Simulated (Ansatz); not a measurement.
Ge well of 8 atomic layers along [001] in random Si0.2Ge0.8, interfaces graded over 8 layers

Prepared with LAMMPS with Tersoff's 1989 multicomponent potential (SiCGe.tersoff): minimisation. Geometry as solved with PBE, support functions at accuracy medium on the grid of 370 eV (Ansatz, a program for electronic structure).

```xyz
576
Lattice="17.11 0.00 0.00 0.00 17.11 0.00 0.00 0.00 45.92" Properties=species:S:1:pos:R:3 pbc="T T T"
Si     0.03    -0.01    -0.02
Ge     1.40     1.43     1.42
Ge     2.85     2.85    -0.02
Ge     4.29     4.27     1.42
Ge     2.89     0.04     2.86
Si     4.30     1.40     4.31
Si     0.03     2.86     2.86
Si     1.42     4.22     4.26
Ge     0.02     0.01     5.72
Ge     1.43     1.45     7.19
Ge     2.85     2.83     5.67
Ge     4.27     4.25     7.14
Ge     2.90     0.02     8.61
Si     4.30     1.39    10.05
Si    -0.02     2.82     8.60
Ge     1.40     4.23    10.00
Ge    -0.02     0.05    11.43
Ge     1.40     1.46    12.92
Ge     2.87     2.81    11.43
Ge     4.26     4.26    12.89
Ge     2.85     0.01    14.32
Ge     4.26     1.42    15.78
Si     0.02     2.88    14.36
Si     1.39     4.25    15.75
Ge     0.00     0.01    17.20
Ge     1.43     1.42    18.65
Ge     2.81     2.88    17.18
Ge     4.27     4.28    18.64
Ge     2.88    -0.02    20.07
Ge     4.28     1.42    21.55
Ge     0.00     2.84    20.10
Ge     1.42     4.27    21.55
Ge     0.01     0.00    22.99
Ge     1.43     1.42    24.46
Ge     2.85     2.84    23.00
Ge     4.28     4.26    24.45
Ge     2.87     0.02    25.94
Si     4.29     1.42    27.35
Ge     0.00     2.84    25.90
Ge     1.44     4.26    27.35
Ge    -0.02    -0.03    28.82
Ge     1.45     1.39    30.24
Ge     2.89     2.81    28.77
Ge     4.30     4.28    30.21
Si     2.85    -0.01    31.66
Ge     4.26     1.39    33.06
Ge     0.01     2.85    31.66
Ge     1.45     4.29    33.08
Ge     0.00    -0.03    34.51
Ge     1.44     1.42    35.93
Ge     2.88     2.86    34.51
Ge     4.34     4.29    35.93
Ge     2.86    -0.01    37.36
Ge     4.32     1.45    38.75
Ge     0.00     2.84    37.36
Ge     1.42     4.29    38.78
Ge    -0.01    -0.03    40.19
Ge     1.43     1.42    41.62
Ge     2.87     2.86    40.20
Ge     4.26     4.30    41.66
Ge     2.83    -0.03    43.09
Ge     4.31     1.39    44.52
Ge    -0.02     2.87    43.03
Ge     1.45     4.31    44.44
Ge     0.01     5.70    -0.01
Ge     1.42     7.13     1.45
Ge     2.86     8.53     0.01
Ge     4.28     9.98     1.45
Ge     2.82     5.66     2.88
Ge     4.26     7.12     4.29
Ge    -0.01     8.61     2.87
Si     1.42    10.00     4.28
Ge     0.03     5.64     5.69
Ge     1.42     7.12     7.13
Ge     2.82     8.58     5.69
Ge     4.27     9.99     7.13
Ge     2.84     5.68     8.57
Ge     4.28     7.12    10.01
Ge     0.00     8.54     8.58
Ge     1.43     9.98    10.02
Ge     0.01     5.68    11.46
Ge     1.43     7.12    12.90
Ge     2.86     8.56    11.46
Ge     4.30    10.03    12.86
Ge     2.81     5.66    14.35
Ge     4.26     7.12    15.76
Ge    -0.01     8.54    14.33
Ge     1.43     9.99    15.75
Ge     0.02     5.66    17.18
Ge     1.42     7.11    18.64
Ge     2.85     8.56    17.21
Ge     4.28     9.98    18.65
Ge     2.85     5.70    20.10
Ge     4.28     7.12    21.55
Ge     0.00     8.54    20.10
Ge     1.42     9.97    21.55
Ge     0.00     5.70    23.00
Ge     1.43     7.13    24.45
Ge     2.85     8.55    23.00
Ge     4.28     9.98    24.44
Ge     2.86     5.69    25.90
Ge     4.29     7.13    27.33
Ge     0.01     8.56    25.90
Ge     1.44     9.99    27.34
Ge     0.01     5.70    28.79
Ge     1.45     7.14    30.21
Ge     2.89     8.57    28.78
Ge     4.35     9.98    30.22
Ge     2.88     5.72    31.65
Ge     4.33     7.16    33.09
Ge     0.01     8.55    31.66
Ge     1.47     9.97    33.10
Ge     0.00     5.71    34.51
Ge     1.47     7.17    35.91
Si     2.89     8.56    34.49
Ge     4.26     9.99    35.92
Ge     2.89     5.73    37.37
Si     4.23     7.17    38.80
Ge     0.05     8.60    37.40
Si     1.44    10.01    38.83
Ge    -0.02     5.69    40.25
Ge     1.48     7.13    41.62
Si     2.83     8.57    40.16
Ge     4.24     9.95    41.59
Si     2.87     5.72    43.05
Ge     4.28     7.08    44.50
Ge     0.01     8.56    43.03
Ge     1.42     9.97    44.50
Ge    -0.02    11.38     0.04
Ge     1.43    12.84     1.44
Ge     2.83    14.30    -0.02
Ge     4.31    15.72     1.40
Ge     2.86    11.41     2.91
Si     4.28    12.83     4.29
Ge     0.01    14.28     2.86
Ge     1.47    15.69     4.29
Ge     0.02    11.39     5.69
Ge     1.45    12.83     7.14
Ge     2.91    14.24     5.71
Ge     4.33    15.69     7.15
Ge     2.87    11.41     8.59
Ge     4.32    12.85    10.01
Ge     0.01    14.26     8.58
Ge     1.43    15.70    10.03
Ge     0.03    11.43    11.48
Si     1.44    12.84    12.88
Ge     2.85    14.24    11.47
Ge     4.30    15.71    12.86
Ge     2.83    11.44    14.30
Ge     4.27    12.85    15.76
Ge     0.04    14.24    14.29
Ge     1.44    15.68    15.76
Ge     0.01    11.41    17.21
Ge     1.43    12.85    18.66
Ge     2.88    14.29    17.24
Si     4.28    15.69    18.66
Ge     2.85    11.41    20.10
Ge     4.28    12.85    21.55
Ge     0.00    14.27    20.10
Ge     1.44    15.69    21.54
Ge     0.00    11.40    23.00
Ge     1.43    12.83    24.45
Ge     2.86    14.27    23.01
Ge     4.28    15.69    24.48
Ge     2.87    11.41    25.90
Ge     4.30    12.80    27.38
Ge     0.01    14.27    25.89
Ge     1.43    15.67    27.36
Ge     0.04    11.43    28.79
Si     1.43    12.83    30.22
Ge     2.84    14.23    28.82
Ge     4.25    15.71    30.24
Ge     2.85    11.41    31.62
Ge     4.28    12.83    33.08
Ge     0.01    14.26    31.59
Ge     1.44    15.68    33.05
Ge     0.04    11.44    34.54
Si     1.40    12.85    35.98
Ge     2.82    14.22    34.53
Ge     4.28    15.66    35.93
Ge     2.82    11.43    37.38
Si     4.28    12.82    38.76
Si     0.00    14.20    37.36
Ge     1.41    15.63    38.74
Si     0.00    11.41    40.15
Ge     1.40    12.81    41.60
Ge     2.87    14.21    40.16
Ge     4.26    15.68    41.61
Ge     2.84    11.40    43.05
Ge     4.26    12.86    44.48
Ge     0.02    14.27    43.08
Si     1.40    15.70    44.51
Si     5.75     0.02     0.02
Si     7.11     1.40     1.41
Ge     8.56     2.82     0.03
Si     9.97     4.26     1.42
Ge     8.51     0.00     2.83
Ge     9.96     1.41     4.28
Ge     5.70     2.78     2.85
Ge     7.13     4.25     4.27
Si     5.67     0.02     5.70
Ge     7.09     1.39     7.13
Ge     8.54     2.84     5.73
Ge     9.98     4.27     7.17
Ge     8.55    -0.04     8.54
Ge     9.97     1.41    10.00
Ge     5.67     2.80     8.61
Ge     7.12     4.27    10.01
Si     5.68     0.00    11.42
Ge     7.09     1.39    12.85
Ge     8.55     2.83    11.45
Ge     9.99     4.27    12.88
Ge     8.54     0.00    14.32
Ge     9.99     1.43    15.76
Ge     5.70     2.83    14.32
Ge     7.13     4.27    15.76
Ge     5.67    -0.02    17.24
Ge     7.12     1.42    18.66
Ge     8.55     2.84    17.21
Ge     9.99     4.27    18.64
Ge     8.55     0.01    20.11
Ge     9.99     1.44    21.55
Ge     5.70     2.85    20.10
Ge     7.13     4.27    21.56
Ge     5.71     0.01    23.01
Ge     7.13     1.44    24.46
Ge     8.58     2.87    23.03
Si     9.98     4.28    24.44
Ge     8.55    -0.01    25.90
Ge     9.97     1.43    27.32
Ge     5.68     2.83    25.93
Ge     7.13     4.28    27.35
Ge     5.68     0.01    28.77
Ge     7.13     1.42    30.23
Ge     8.55     2.84    28.78
Ge     9.96     4.27    30.23
Ge     8.58     0.01    31.69
Si     9.97     1.42    33.14
Ge     5.70     2.85    31.66
Ge     7.13     4.26    33.12
Ge     5.72    -0.01    34.51
Ge     7.17     1.44    35.94
Si     8.57     2.82    34.48
Ge     9.97     4.22    35.89
Si     8.58    -0.03    37.31
Ge     9.99     1.34    38.76
Si     5.73     2.85    37.32
Ge     7.09     4.26    38.75
Ge     5.73     0.00    40.19
Ge     7.16     1.41    41.66
Ge     8.56     2.82    40.18
Ge     9.97     4.26    41.63
Si     8.59     0.04    43.09
Si     9.93     1.41    44.49
Ge     5.71     2.85    43.08
Ge     7.12     4.29    44.53
Si     5.69     5.68     0.01
Ge     7.11     7.09     1.39
Ge     8.56     8.56    -0.02
Ge     9.98    10.01     1.42
Ge     8.56     5.67     2.82
Ge     9.94     7.15     4.29
Ge     5.72     8.54     2.87
Ge     7.16     9.97     4.32
Ge     5.71     5.70     5.72
Ge     7.15     7.15     7.13
Si     8.56     8.56     5.73
Ge     9.97     9.95     7.15
Ge     8.55     5.72     8.59
Ge    10.01     7.16    10.00
Ge     5.71     8.57     8.58
Ge     7.11    10.01    10.05
Ge     5.70     5.70    11.46
Ge     7.14     7.14    12.89
Ge     8.58     8.59    11.47
Si     9.98     9.99    12.88
Ge     8.56     5.70    14.32
Ge     9.99     7.13    15.76
Ge     5.69     8.56    14.32
Ge     7.13     9.97    15.76
Ge     5.70     5.70    17.20
Ge     7.13     7.12    18.66
Ge     8.56     8.54    17.21
Ge     9.98     9.98    18.66
Ge     8.56     5.69    20.10
Ge     9.98     7.12    21.56
Ge     5.70     8.55    20.10
Ge     7.13     9.98    21.55
Ge     5.71     5.70    23.01
Ge     7.14     7.12    24.45
Ge     8.55     8.56    23.00
Ge     9.97     9.98    24.46
Ge     8.58     5.67    25.87
Ge     9.96     7.12    27.36
Ge     5.71     8.56    25.89
Ge     7.10    10.00    27.37
Ge     5.73     5.75    28.81
Si     7.09     7.16    30.26
Ge     8.51     8.54    28.82
Ge     9.96     9.98    30.23
Ge     8.50     5.72    31.64
Ge     9.95     7.14    33.07
Si     5.74     8.57    31.66
Si     7.10     9.96    33.04
Si     5.71     5.70    34.50
Ge     7.09     7.11    35.91
Ge     8.50     8.58    34.47
Ge     9.95     9.99    35.92
Ge     8.54     5.68    37.32
Ge     9.97     7.12    38.77
Ge     5.65     8.54    37.37
Ge     7.11    10.00    38.76
Ge     5.65     5.74    40.17
Ge     7.12     7.13    41.61
Ge     8.56     8.58    40.20
Ge    10.04     9.99    41.63
Ge     8.54     5.70    43.06
Ge    10.01     7.15    44.45
Ge     5.68     8.55    43.05
Ge     7.12     9.99    44.47
Ge     5.69    11.42     0.00
Ge     7.13    12.84     1.44
Ge     8.57    14.24    -0.03
Ge     9.97    15.67     1.43
Ge     8.58    11.43     2.89
Si     9.97    12.85     4.30
Ge     5.67    14.25     2.88
Ge     7.09    15.71     4.31
Ge     5.70    11.44     5.71
Ge     7.12    12.87     7.17
Ge     8.58    14.28     5.72
Si     9.97    15.67     7.15
Ge     8.56    11.43     8.60
Si     9.96    12.84    10.01
Si     5.71    14.27     8.58
Ge     7.09    15.68    10.01
Si     5.70    11.42    11.44
Ge     7.12    12.80    12.86
Ge     8.55    14.23    11.42
Ge     9.96    15.67    12.88
Ge     8.57    11.38    14.30
Ge     9.98    12.82    15.76
Ge     5.71    14.26    14.30
Ge     7.12    15.68    15.78
Ge     5.70    11.41    17.20
Ge     7.12    12.84    18.66
Ge     8.56    14.26    17.21
Ge     9.99    15.69    18.66
Ge     8.55    11.41    20.10
Ge     9.98    12.83    21.55
Ge     5.68    14.29    20.08
Ge     7.12    15.68    21.55
Ge     5.70    11.41    22.99
Ge     7.12    12.83    24.45
Ge     8.55    14.25    23.00
Ge     9.98    15.68    24.44
Ge     8.54    11.41    25.92
Ge     9.94    12.87    27.37
Ge     5.71    14.24    25.92
Ge     7.14    15.66    27.37
Si     5.71    11.40    28.79
Ge     7.12    12.83    30.17
Si     8.53    14.26    28.79
Ge     9.94    15.67    30.19
Ge     8.51    11.40    31.67
Ge     9.92    12.86    33.12
Ge     5.71    14.27    31.65
Ge     7.17    15.66    33.12
Ge     5.75    11.40    34.49
Si     7.16    12.85    35.90
Si     8.56    14.27    34.57
Si     9.95    15.71    35.91
Ge     8.53    11.45    37.33
Ge    10.01    12.83    38.80
Ge     5.72    14.19    37.34
Ge     7.16    15.68    38.72
Ge     5.67    11.43    40.19
Ge     7.13    12.85    41.63
Ge     8.57    14.28    40.21
Ge     9.99    15.74    41.65
Ge     8.59    11.43    43.07
Si     9.98    12.84    44.48
Ge     5.72    14.29    43.06
Ge     7.16    15.74    44.49
Ge    11.36     0.02    -0.02
Ge    12.81     1.43     1.42
Ge    14.29     2.83     0.00
Ge    15.73     4.25     1.45
Ge    14.26     0.01     2.84
Ge    15.72     1.45     4.26
Ge    11.38     2.88     2.84
Ge    12.82     4.29     4.29
Ge    11.38    -0.03     5.74
Ge    12.83     1.42     7.15
Ge    14.26     2.85     5.71
Ge    15.70     4.24     7.18
Ge    14.29     0.03     8.61
Si    15.70     1.46     9.99
Ge    11.44     2.87     8.61
Si    12.85     4.26    10.02
Ge    11.40     0.00    11.46
Ge    12.85     1.44    12.87
Ge    14.29     2.85    11.41
Ge    15.70     4.25    12.92
Ge    14.28     0.02    14.32
Ge    15.70     1.47    15.75
Ge    11.44     2.88    14.34
Si    12.83     4.27    15.78
Ge    11.43     0.03    17.24
Si    12.83     1.44    18.64
Ge    14.21     2.85    17.21
Ge    15.67     4.26    18.65
Ge    14.23     0.03    20.07
Ge    15.68     1.43    21.54
Ge    11.43     2.83    20.07
Ge    12.82     4.27    21.55
Ge    11.40     0.00    23.00
Ge    12.82     1.44    24.44
Ge    14.26     2.85    23.00
Ge    15.68     4.27    24.45
Ge    14.25     0.01    25.89
Ge    15.68     1.42    27.36
Ge    11.37     2.88    25.86
Ge    12.81     4.28    27.33
Ge    11.39    -0.01    28.76
Ge    12.81     1.41    30.22
Ge    14.23     2.85    28.79
Ge    15.66     4.29    30.24
Ge    14.26    -0.04    31.63
Ge    15.67     1.40    33.08
Ge    11.36     2.82    31.69
Ge    12.84     4.28    33.06
Si    11.34     0.02    34.53
Si    12.78     1.37    35.90
Ge    14.21     2.80    34.52
Ge    15.67     4.26    35.93
Ge    14.19    -0.01    37.35
Ge    15.65     1.42    38.78
Ge    11.42     2.79    37.33
Ge    12.83     4.26    38.78
Si    11.43    -0.04    40.19
Ge    12.80     1.39    41.62
Ge    14.26     2.87    40.24
Si    15.67     4.28    41.64
Ge    14.25    -0.02    43.06
Ge    15.72     1.39    44.49
Ge    11.36     2.79    43.09
Ge    12.83     4.25    44.48
Ge    11.38     5.67     0.00
Ge    12.83     7.12     1.42
Ge    14.27     8.58     0.01
Si    15.67     9.98     1.44
Ge    14.27     5.70     2.86
Ge    15.70     7.13     4.30
Ge    11.39     8.55     2.85
Ge    12.82     9.99     4.28
Ge    11.38     5.72     5.73
Ge    12.80     7.14     7.19
Ge    14.24     8.55     5.73
Ge    15.68     9.98     7.15
Ge    14.24     5.67     8.60
Ge    15.68     7.11    10.03
Si    11.39     8.56     8.58
Ge    12.78     9.96    10.00
Ge    11.44     5.68    11.42
Ge    12.83     7.11    12.90
Ge    14.24     8.55    11.45
Ge    15.68     9.99    12.89
Ge    14.23     5.66    14.36
Ge    15.68     7.10    15.77
Ge    11.38     8.58    14.29
Ge    12.82     9.97    15.76
Ge    11.43     5.68    17.18
Ge    12.83     7.12    18.65
Ge    14.26     8.55    17.21
Ge    15.68     9.98    18.65
Ge    14.26     5.70    20.11
Ge    15.68     7.13    21.56
Ge    11.40     8.54    20.11
Ge    12.83     9.98    21.55
Ge    11.38     5.67    23.02
Ge    12.81     7.12    24.45
Ge    14.25     8.55    23.01
Ge    15.68     9.98    24.45
Ge    14.25     5.70    25.89
Ge    15.69     7.13    27.34
Ge    11.39     8.55    25.91
Ge    12.82     9.98    27.35
Ge    11.40     5.69    28.80
Ge    12.86     7.10    30.24
Ge    14.26     8.55    28.79
Ge    15.70     9.99    30.21
Si    14.25     5.69    31.65
Ge    15.66     7.10    33.05
Ge    11.41     8.55    31.65
Ge    12.83    10.00    33.08
Ge    11.39     5.70    34.49
Ge    12.82     7.13    35.93
Ge    14.27     8.56    34.51
Ge    15.70    10.00    35.95
Ge    14.26     5.71    37.37
Ge    15.67     7.16    38.81
Ge    11.40     8.57    37.36
Ge    12.84     9.99    38.82
Ge    11.41     5.71    40.21
Ge    12.85     7.18    41.62
Si    14.25     8.57    40.20
Ge    15.70     9.99    41.55
Ge    14.26     5.69    43.03
Ge    15.68     7.13    44.47
Si    11.43     8.56    43.05
Ge    12.82     9.98    44.46
Ge    11.41    11.46    -0.02
Si    12.82    12.82     1.42
Ge    14.23    14.24     0.03
Ge    15.71    15.71     1.39
Ge    14.25    11.41     2.80
Ge    15.68    12.83     4.27
Ge    11.40    14.21     2.86
Ge    12.83    15.67     4.28
Ge    11.37    11.42     5.70
Ge    12.80    12.84     7.16
Ge    14.25    14.25     5.73
Ge    15.69    15.69     7.15
Ge    14.24    11.40     8.59
Ge    15.69    12.83    10.02
Ge    11.35    14.26     8.59
Ge    12.83    15.69    10.01
Ge    11.34    11.41    11.44
Ge    12.81    12.82    12.88
Ge    14.25    14.26    11.45
Ge    15.69    15.69    12.87
Ge    14.25    11.41    14.33
Ge    15.69    12.84    15.75
Ge    11.40    14.26    14.33
Ge    12.84    15.70    15.77
Ge    11.40    11.40    17.21
Ge    12.84    12.83    18.65
Ge    14.26    14.26    17.20
Ge    15.68    15.70    18.65
Ge    14.26    11.40    20.11
Ge    15.68    12.84    21.55
Ge    11.41    14.26    20.10
Ge    12.83    15.70    21.54
Ge    11.40    11.40    23.01
Ge    12.83    12.83    24.45
Ge    14.25    14.27    23.00
Ge    15.68    15.69    24.44
Ge    14.26    11.41    25.91
Ge    15.69    12.84    27.35
Ge    11.39    14.26    25.90
Ge    12.83    15.68    27.33
Ge    11.39    11.42    28.79
Ge    12.83    12.85    30.23
Ge    14.27    14.28    28.80
Si    15.68    15.67    30.22
Ge    14.27    11.42    31.65
Ge    15.71    12.85    33.07
Ge    11.37    14.27    31.66
Ge    12.77    15.72    33.11
Ge    11.39    11.43    34.52
Ge    12.83    12.86    35.96
Ge    14.25    14.27    34.50
Ge    15.69    15.64    35.98
Ge    14.29    11.44    37.39
Si    15.74    12.83    38.77
Ge    11.39    14.33    37.36
Si    12.81    15.70    38.79
Si    11.41    11.40    40.20
Ge    12.81    12.82    41.58
Ge    14.26    14.24    40.13
Ge    15.67    15.66    41.62
Ge    14.26    11.40    43.02
Ge    15.67    12.82    44.50
Ge    11.38    14.24    43.06
Ge    12.81    15.67    44.50
```
